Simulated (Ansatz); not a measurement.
Defect migration in fcc Pt: interstitial S, neutral cell. The step: a direct jump of one S atom; the atom moves 1.71 Å along (0.25, -0.25, -0.25) of the unit cell; the moving atom starts with neighbours 6 Pt at 2.21 Å and ends with 4 Pt at 2.09 Å. DFT values are from Ansatz (plane-wave PAW, 420 eV unless said) in a cell of 32 host sites, spin-restricted, static, with no finite-size correction. Sites that were not tried may lie lower. For the PBE band: the saddle point's order was not checked.

```csv
Level,Forward barrier (eV),Cost of the band or of the saddle's single point
"CHGNet universal potential (has no charge state), its own band",0.92,-
"PBE, a 2×2×2 k-point mesh shifted by half a step, band relaxed",1.25,about 60 core-minutes (a rough figure)
"PBE, a 4×4×4 k-point mesh shifted by half a step, same geometries",1.24,very roughly 9 core-minutes
"r2SCAN at 500 eV, a 2×2×2 k-point mesh shifted by half a step, same geometries",1.19,about 3 core-minutes (a rough figure)
```

Ansatz is a first-principles code.
